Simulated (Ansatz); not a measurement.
Input and output of a self-consistent single point for HfNi (Cm, 4 atoms in the cell) (Ansatz, a first-principles code).

Level of theory: PBEsol, default PAW files made with PBE (plane waves; Ansatz).

```yaml
crystal:
  lattice:
    - [1.59292, -4.89236, 0.00000]
    - [1.59292, 4.89236, 0.00000]
    - [0.00000, 0.00000, 4.01472]
  atoms:
    - { symbol: Hf, position: [0.86101, 0.13899, 0.76245] }
    - { symbol: Hf, position: [0.13899, 0.86101, 0.25000] }
    - { symbol: Ni, position: [0.58425, 0.41575, 0.75000] }
    - { symbol: Ni, position: [0.41575, 0.58425, 0.25000] }
```

Reference input (self-consistent single point, DFT, PBEsol, plane waves, default PAW files made with PBE): basis.ecutwfc = 30.9 Ry; kpoints.mp_grid.grid = 9 9 7; hamiltonian.xc = pbesol; hamiltonian.pseudopotentials = {kind: paw} (the program's default PAW files); scf.occupations.method = gaussian; scf.occupations.width = 0.0073 Ry. This run's input differs from it in these lines:

Ansatz 0.2 input:
```diff
@@ -13,3 +13,3 @@
 kpoints:
-  mp_grid: { grid: [9, 9, 7] }
+  mp_grid: { grid: [15, 15, 12] }
 hamiltonian:
@@ -18,3 +18,3 @@
 scf:
-  occupations: { method: gaussian, width: 0.0073 Ry }
+  occupations: { method: cold, width: 0.022 Ry }
 output:
```

Log, with long lists cut:

```
SCF iter   1: F=—  HF=-42808.081682 eV  |F-HF|=—  |Δ(HF+E_count)|=         —  Δρ=3.34e-2  dr2=4.93e-1  ethr=1.77e-3  ⟨swp⟩=4.1  Hψ=110382  notcnv=0
all-band conjugate gradients solve this SCF's bands
preconditioner: auto → Kerker (q_TF=auto, 2.888 Å⁻¹)
SCF iter   2: F=—  HF=-42808.042569 eV  |F-HF|=—  |Δ(HF+E_count)|=   3.91e-2  S|Δr|=    0.00e0  Δρ=1.04e-2  dr2=5.90e-2  ethr=5.60e-4  ⟨swp⟩=1.0  Hψ=44426  notcnv=0
   [... lines left out ...]
WARN: eigensolver did not converge (k=17) …
SCF 1 converged in 9 iterations: F = -42808.035779 eV  dr2 = 1.49e-8
Stability not checked (fill_not_monotonic)
Free energy (F): -42808.035779 eV
Internal energy: -42808.042298 eV  (E = F + TS)
E sigma→0 (E₀):  -42808.037952 eV
Entropy (-TS):   0.006520 eV (1.630 meV/atom)
Fermi energy:    20.543725 eV
--- Forces (eV/Å), atoms counted from 1 ---
  atom   1  Hf     0.00000000     0.14963586    -0.39749351
  atom   2  Hf     0.00000000    -0.14318374     0.11350998
  atom   3  Ni     0.00000000     0.05331976     0.04455662
  atom   4  Ni     0.00000000    -0.05978301     0.23942888
--- Stress (GPa, compression-positive) ---
        1.656184       0.000000       0.000000
        0.000000      -0.129063       0.087331
        0.000000       0.087331       1.231700
  P = ⅓ Tr σ = 0.9196 GPa (9.196 kbar)
  The stress holds the Pulay correction. Without it, at fixed plane waves, as pw.x and ABINIT print it: P = 0.8609 GPa
```

The run converged in 9 iterations. Against the reference run the free energy rises by 1.4 meV/atom, the pressure hardly changes (0.89 to 0.92 GPa) and the largest force moves little (0.422 to 0.425 eV/Å).

The starting cell comes from a database of computed structures (which also holds hypothetical and non-ambient phases and stackings), without a prior relaxation at this level. Its lattice was rescaled by up to half a per cent. One atom was moved a little off its site on purpose. Spin polarisation is off. Ansatz's pressure includes its estimate of the finite-basis (Pulay) stress.

Cost on one core of a shared machine: roughly 5 min.
